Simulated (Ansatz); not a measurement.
# What uniaxial strain ε_zz = +1.50 % does to CdGeAs2

Take CdGeAs2 in the chalcopyrite structure (space group I-42d, No. 122; a = 6.0477 Å, c = 11.4884 Å) as the base. Axes: x, y, z lie along a, b, c of the conventional cell.

The change: uniaxial strain ε_zz = +1.50 %, all other strain components held at zero, atoms relaxed at fixed cell.

All numbers come from PBE in Ansatz (plane waves to 420 eV, PAW, no spin-orbit coupling). k-mesh 8×8×8 (Γ-centred); smearing 0.05 eV (Fermi–Dirac).

- Volume per atom = 26.66 Å³ (base 26.26 Å³)
- Space group = I-42d (No. 122) (base I-42d (No. 122))
- Shortest interatomic distance = 2.497 Å (base 2.484 Å)
- Energy relative to the base (free energy F) = +1.3 meV/atom
- Pressure (mean of the normal stresses, compression positive) = -0.74 GPa (base -0.01 GPa)
- Band gap = 0.10 eV (uncertain: the Fermi level lies in a band; both cells) (base 0.12 eV)
- Stress (xx, yy, zz, yz, xz, xy; compression positive) = (-0.59, -0.59, -1.05, 0.00, 0.00, 0.00) GPa

Final structure:

```yaml
crystal:
  lattice:
    - [-3.02384, 3.02384, 5.83034]
    - [3.02384, -3.02384, 5.83034]
    - [3.02384, 3.02384, -5.83034]
  atoms:
    - { symbol: Cd, position: [0.00000, 0.00000, 0.00000] }
    - { symbol: Cd, position: [0.75000, 0.25000, 0.50000] }
    - { symbol: Ge, position: [0.50000, 0.50000, 0.00000] }
    - { symbol: Ge, position: [0.25000, 0.75000, 0.50000] }
    - { symbol: As, position: [0.87500, 0.84850, 0.47350] }
    - { symbol: As, position: [0.15150, 0.62500, 0.02650] }
    - { symbol: As, position: [0.37500, 0.40150, 0.52650] }
    - { symbol: As, position: [0.59850, 0.12500, 0.97350] }
```

Stability against distortions was not tested. The zero or small gap of CdGeAs2 can change with the level of theory.

Ansatz is an electronic-structure program.
